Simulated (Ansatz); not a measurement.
Consider CdS in the zinc blende structure (space group F-43m, No. 216; a = 5.757 Å).

The values are results of plane-wave PAW DFT at the LDA level (Ansatz, an electronic-structure program, 420 eV), without spin-orbit coupling, not measurements.

Strains are applied to the cell and any free atomic positions relax.

One change was made to it. Results:

The width of the top valence band rises by 0.172 eV (2.38 eV → 2.56 eV); the electron mass changes from 0.10 mₑ (at Γ) to 0.11 mₑ (at Γ); the energy rises by 11 meV/atom.

**Question.** What was done to the base?
(A) isotropic strain +2.00 %
(B) isotropic strain −1.50 %
(C) isotropic strain −2.00 %
(D) isotropic strain −3.00 %

**Answer.** B, isotropic strain −1.50 %. For comparison, the energy relative to the base in the other runs: isotropic strain −3.00 % gives +46 meV/atom; isotropic strain +2.00 % gives +17 meV/atom; isotropic strain −2.00 % gives +20 meV/atom.

The levels and masses belong to the bands next to the band gap. Masses are band curvatures over ±0.01 Å⁻¹ around the edge. Whether these cells are dynamically stable was not tested.
